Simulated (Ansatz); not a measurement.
We consider CsCdBr3 (P6₃/mmc, No. 194, 10 atoms in the cell; start COD 1527655), described by LDA in Ansatz (PAW).

Run with plane-wave cutoff 520 eV, 6×6×6 k mesh, Fermi–Dirac smearing 0.01 eV, scalar-relativistic PAW data made under PBE.

Cell (relaxed at this level):

```cif
data_Br6Cd2Cs2
_chemical_formula_sum 'Cs2 Cd2 Br6'
_space_group_name_H-M_alt 'P63/mmc'
_space_group_IT_number 194
_space_group_name_Hall '-P 6c 2c'
_cell_length_a 7.42319
_cell_length_b 7.42319
_cell_length_c 6.52296
_cell_angle_alpha 90.000
_cell_angle_beta 90.000
_cell_angle_gamma 120.000
loop_
_atom_site_label
_atom_site_type_symbol
_atom_site_symmetry_multiplicity
_atom_site_Wyckoff_symbol
_atom_site_fract_x
_atom_site_fract_y
_atom_site_fract_z
_atom_site_occupancy
Cs1 Cs 2 d 0.66667 0.33333 0.25000 1
Cd1 Cd 2 a 0.00000 0.00000 0.00000 1
Br1 Br 6 h 0.17031 0.34062 0.25000 1
```

Problem. What does this level give for the band gap and bulk modulus B0?

Solution. 
- band gap: 2.70 eV (on the SCF k mesh)
- bulk modulus B0: 20.5 GPa

Note: the relaxation could not lower the start's symmetry, so the cell can be a saddle point above a distorted one; the bulk modulus is −V dP/dV from two relaxed cells at ±2 % in volume.

Spin–orbit coupling is not included.

Ansatz is a quantum-chemistry and plane-wave program.
